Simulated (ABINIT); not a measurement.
# ABINIT run on LaAu (Cmcm, 4 atoms in the cell): self-consistent single point

Method: PBEsol, PAW (JTH v2.0 PBE PAW, files made for PBE) (plane waves; ABINIT).

This input was run:

```
# LaAu, JTH v2.0 PBE PAW
pp_dirpath "./"
pseudos "La.GGA_PBE-JTH.xml, Au.GGA_PBE-JTH.xml"
acell 11.4187902092 11.4187902092 8.9494122242
rprim
         0.3264473732   -0.9452153789    0.0000000000
         0.3264473732    0.9452153789    0.0000000000
         0.0000000000    0.0000000000    1.0000000000
natom 4
ntypat 2
znucl 57 79
typat 1 1 2 2
xcart
         3.7276340692   -7.8786160347    6.7120591681
         3.7276340692    7.8786160347    2.2373530560
         3.7276340692   -1.8780196039    6.7120591681
         3.7276340692    1.8780196039    2.2373530560
ecut 26
pawecutdg 52
ixc -116133
occopt 3
tsmear 0.00367493
nband 29
kptopt 1
ngkpt 6 6 5
nshiftk 1
shiftk 0 0 0
nstep 50
tolvrs 1.0e-10
prtwf 0
prtden 0
prtvol 1
enunit 1
```

Output, abridged:

```
 Symmetries : space group Cm c m (# 63); Bravais oC (1-face-center ortho.)

 -outvars: echo values of preprocessed input variables --------
            acell      1.1418790209E+01  1.1418790209E+01  8.9494122242E+00 Bohr
             ecut      2.60000000E+01 Hartree
           enunit           1
              ixc     -116133
         kptrlatt        6    0    0      0    6    0      0    0    5
          kptrlen      4.47316088E+01
            natom           4
            nband          29
            ngfft          54      54      45
          ngfftdg          80      80      60
             nkpt          39
            nstep          50
             nsym           8
           ntypat           2
           occopt           3
        pawecutdg      5.20000000E+01 Hartree
            rprim      3.2644737320E-01 -9.4521537890E-01  0.0000000000E+00
                       3.2644737320E-01  9.4521537890E-01  0.0000000000E+00
                       0.0000000000E+00  0.0000000000E+00  1.0000000000E+00
          spgroup          63
           tolvrs      1.00000000E-10
           tsmear      3.67493000E-03 Hartree
            typat      1  1  2  2
           useylm           1
             xred      8.6498000004E-01  1.3502000004E-01  7.4999999999E-01
                       1.3502000004E-01  8.6498000004E-01  2.4999999999E-01
                       5.8700000004E-01  4.1300000004E-01  7.4999999999E-01
                       4.1300000004E-01  5.8700000004E-01  2.4999999999E-01
            znucl       57.00000   79.00000

== DATASET  1 ==================================================================

 Real(R)+Recip(G) space primitive vectors, cartesian coordinates (Bohr,Bohr^-1):
 R(1)=  3.7276341-10.7932161  0.0000000  G(1)=  0.1341333 -0.0463254  0.0000000
 R(2)=  3.7276341 10.7932161  0.0000000  G(2)=  0.1341333  0.0463254  0.0000000
 R(3)=  0.0000000  0.0000000  8.9494122  G(3)=  0.0000000  0.0000000  0.1117392
 Unit cell volume ucvol=  7.2012627E+02 bohr^3
 Angles (23,13,12)=  9.00000000E+01  9.00000000E+01  1.41893427E+02 degrees

 Coarse grid specifications (used for wave-functions):

 getcut: wavevector=  0.0000  0.0000  0.0000  ngfft=  54  54  45
         ecut(hartree)=     26.000   => boxcut(ratio)=   2.06048

 Fine grid specifications (used for densities):

 getcut: wavevector=  0.0000  0.0000  0.0000  ngfft=  80  80  60
         ecut(hartree)=     52.000   => boxcut(ratio)=   2.06533

   8.69008872E+03                                ecore*ucvol(ha*bohr**3)

_setup2: Arith. and geom. avg. npw (full set) are    4560.250    4560.239

--- !BeginCycle
solver: {iscf: 17, nstep: 50, nline: 4, wfoptalg: 10, }
tolerances: {tolvrs: 1.00E-10, }
...

     iter   Etot(hartree)      deltaE(h)  residm     nres2
 ETOT  1  -132.08258484259    -1.321E+02 2.995E-01 1.227E+02
 ETOT  2  -132.87541829655    -7.928E-01 4.658E-02 6.940E+01
 ETOT  3  -132.61375638990     2.617E-01 7.627E-03 1.849E+01
 ETOT  4  -132.59415374406     1.960E-02 3.760E-03 1.071E+01
 ETOT  5  -132.56615385162     2.800E-02 2.184E-03 1.280E+00
 ETOT  6  -132.56779260453    -1.639E-03 6.782E-03 1.445E+00
   [... 16 lines left out ...]
 ETOT 23  -132.56797205093    -5.474E-10 2.571E-05 9.812E-09
 ETOT 24  -132.56797205110    -1.708E-10 3.524E-05 6.047E-09
 ETOT 25  -132.56797205114    -4.661E-11 1.673E-05 6.050E-10
 ETOT 26  -132.56797205116    -1.668E-11 2.648E-05 3.489E-10
 ETOT 27  -132.56797205116    -4.832E-12 1.077E-05 8.648E-11

 At SCF step   27       nres2   =  8.65E-11 < tolvrs=  1.00E-10 =>converged.

 Cartesian components of stress tensor (hartree/bohr^3)
  sigma(1 1)= -7.21192033E-06  sigma(3 2)=  0.00000000E+00
  sigma(2 2)= -1.31824489E-07  sigma(3 1)=  0.00000000E+00
  sigma(3 3)= -8.33529752E-06  sigma(2 1)=  0.00000000E+00

 ----iterations are completed or convergence reached----

 reduced coordinates (array xred) for    4 atoms
       0.864980000038      0.135020000038      0.749999999994
       0.135020000038      0.864980000038      0.249999999994
       0.587000000040      0.413000000037      0.749999999994
       0.413000000037      0.587000000040      0.249999999994
 cartesian forces (eV/Angstrom) at end:
    1     -0.00000000000000     0.08787375755806    -0.00000000000000
    2      0.00000000000000    -0.08787375755806    -0.00000000000000
    3      0.00000000000000     0.05303814360991     0.00000000000000
    4      0.00000000000000    -0.05303814360991     0.00000000000000
 frms,max,avg= 4.1902351E-02 8.7873758E-02   0.000E+00  0.000E+00  0.000E+00 e/A
 length scales= 11.418790209200 11.418790209200  8.949412224200 bohr
              =  6.042563528379  6.042563528379  4.735824979323 angstroms
 Fermi (or HOMO) energy (eV) =   5.57434   Average Vxc (eV)= -10.70987
 Eigenvalues (   eV  ) for nkpt=  39  k points:
 kpt#   1, nband= 29, wtk=  0.00556, kpt=  0.0000  0.0000  0.0000 (reduced coord)
 -27.33855  -27.23823  -11.37534  -11.19624  -10.84018  -10.80879  -10.76483  -10.73328
  -1.07604   -0.10579   -0.07725    0.07476    0.18652    0.20548    0.67745    0.81598
   1.17518    1.21620    1.57406    2.10770    5.96676    6.13629    6.35072    6.79869
   6.81125    6.95210    7.18914    7.23578    7.30433
 prteigrs : prtvol=0 or 1, do not print more k-points.

--- !EnergyTerms
comment             : Components of total free energy in Hartree
kinetic             :  3.68481106012137E+01
hartree             :  1.88712365773816E+01
xc                  : -2.68863819461324E+01
Ewald energy        : -1.21676146194275E+02
psp_core            :  1.20674513476145E+01
local_psp           : -5.99641396921029E+01
spherical_terms     :  8.17542889844442E+00
internal            : -1.32564440407857E+02
'-kT*entropy'       : -3.53198615266208E-03
total_energy        : -1.32567972394009E+02
total_energy_eV     : -3.60735798435527E+03
...

-Cartesian components of stress tensor (GPa)         [Pressure=  1.5376E-01 GPa]
- sigma(1 1)= -2.12181986E-01  sigma(3 2)=  0.00000000E+00
- sigma(2 2)= -3.87840972E-03  sigma(3 1)=  0.00000000E+00
- sigma(3 3)= -2.45232878E-01  sigma(2 1)=  0.00000000E+00

 Calculation completed.
```

The run converged in 27 iterations.

The starting cell comes from a database of computed structures (which also holds hypothetical and non-ambient phases and stackings), without a prior relaxation at this level. Its lattice was rescaled by a random factor within 2.5 % of one. The potentials were made for another functional than the one used.

These are the values that this program gave, and no reference: the one-centre exchange-correlation terms come from a truncated expansion.

Cost on one core of a shared machine: roughly 20 min.
